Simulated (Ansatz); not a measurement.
C on the 1x1 (111) surface of fcc Pt, one in a 2x2 cell, energies for each (27.3 Å²). Energies are against an atom of graphite, without zero-point or thermal terms; each row is named by its start.

Calculation: PBE (plane waves to 420 eV, PAW; Ansatz, a first-principles code).

Set-up: 17 atoms, 6.9 Å thick at the start under the adsorbate (thin: gaps and levels are the slab's own); mesh 6x6x1; 0.1 eV smearing; dipole correction on; 8 atoms held, the rest relaxed; each run with such symmetry as its start has; spin where the adsorbate may keep a moment, no spin-orbit, no U, no dispersion correction.

A negative adsorption energy means that the adsorbate is more stable on the surface than in its reference. Starts that drift may end in the same place. Heights count from the host atoms within 0.3 Å of the top one.

```
starting site                           E_ads (eV)  height (Å)  nearest host atom (Å)  bonded to  Δ work function (eV)  lateral drift (Å)  moment (μB)
--------------------------------------  ----------  ----------  ---------------------  ---------  --------------------  -----------------  -----------
top Pt                                        3.03        1.71                Pt 1.71         Pt                 -0.09                0.0          0.0
hollow Pt-Pt-Pt over Pt at depth 2.3 Å         ___        1.00                Pt 1.92       3 Pt                 -0.02                0.0            –
hollow Pt-Pt-Pt over Pt at depth 4.6 Å        0.81        0.96                Pt 1.91       3 Pt                 -0.01                0.0            –
bridge Pt-Pt (span 2.8 Å)                     0.81        0.96                Pt 1.91       3 Pt                 -0.01                0.8            –
```

Problem. Complete the blanks.

Solution. 
- hollow Pt-Pt-Pt over Pt at depth 2.3 Å, E_ads (eV): 0.95
